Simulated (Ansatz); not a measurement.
The starting structures come from a database of crystals and need not be the phases stable at ambient conditions.

Input:

```
Ge3N4
1.0
    5.87722     0.00000     0.00000
   -2.93861     5.08983     0.00000
    2.93861     1.69661     4.79873
Ge N
6 8
Direct
  0.75000   0.37500   0.87500
  0.25000   0.37500   0.37500
  0.75000   0.37500   0.37500
  0.25000   0.87500   0.37500
  0.00000   0.00000   0.00000
  0.50000   0.75000   0.75000
  0.76632   0.14948   0.61684
  0.26632   0.13316   0.60052
  0.76632   0.61684   0.61684
  0.26632   0.13316   0.13316
  0.23368   0.61684   0.61684
  0.73368   0.13316   0.13316
  0.23368   0.61684   0.14948
  0.73368   0.60052   0.13316
```

Space group of this cell: Fd-3m. The cell is taken as given; by PBEsol its mean pressure is -6.4 GPa.

The numbers are results of PBEsol (plane waves, PAW; Ansatz, a quantum-chemistry and plane-wave program), not measurements.

The current runs along the normal of the first two printed vectors; no spin-orbit coupling. Scaled by the factor s: all lengths (ions clamped). Meshes 8×8×8 and 6×6 across the current in all rows.

```csv
s,mean pressure (GPa),band gap (eV)
0.98,8.1,2.24
1.00,-6.4,1.87
1.02,-17.1,?
```

Problem. Take the slope of the band gap against ln s from the two given rows, extrapolate to s = 1.02, and say what the run there gives.

Solution. Slope = (2.24 − 1.87) / ln 0.98 = -18.3 eV. The line gives 1.87 + (-18.3) × ln 1.02 = 1.51 eV. The run gives 1.16 eV, 0.35 eV under the line, 96 % of the predicted step.
